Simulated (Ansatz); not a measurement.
Base system: SiO₂ in the rutile structure (space group P4_2/mnm, No. 136; a = 4.236 Å, c = 2.690 Å). Axes: x, y, z lie along a, b, c of the conventional cell.

Computed with DFT with PBE, PAW potentials and a 420 eV plane-wave cutoff in Ansatz (an electronic-structure program), no spin-orbit coupling.

Strains are applied to the cell and any free atomic positions relax; under biaxial strain the out-of-plane vector relaxes too.

One change was made to it. Results:

The hole mass becomes 1.8 mₑ out of plane, 1.1 mₑ in plane (at Γ) (base: 1.9 mₑ along c, 1.1 mₑ across (at Γ)); the band gap grows by 0.09 eV (5.04 eV → 5.13 eV).

Question: Which of these changes matches the shifts?
A) biaxial strain −1.20 %, plane normal [001], relaxed out of plane
B) biaxial strain −0.60 %, plane normal [001], relaxed out of plane
C) biaxial strain −3.00 %, plane normal [001], relaxed out of plane

Answer: B, biaxial strain −0.60 %, plane normal [001], relaxed out of plane. For comparison, the band gap in the other runs: biaxial strain −3.00 %, plane normal [001], relaxed out of plane gives 5.54 eV; biaxial strain −1.20 %, plane normal [001], relaxed out of plane gives 5.23 eV.

Masses are band curvatures over ±0.01 Å⁻¹ around the edge. No phonon test of stability was made.
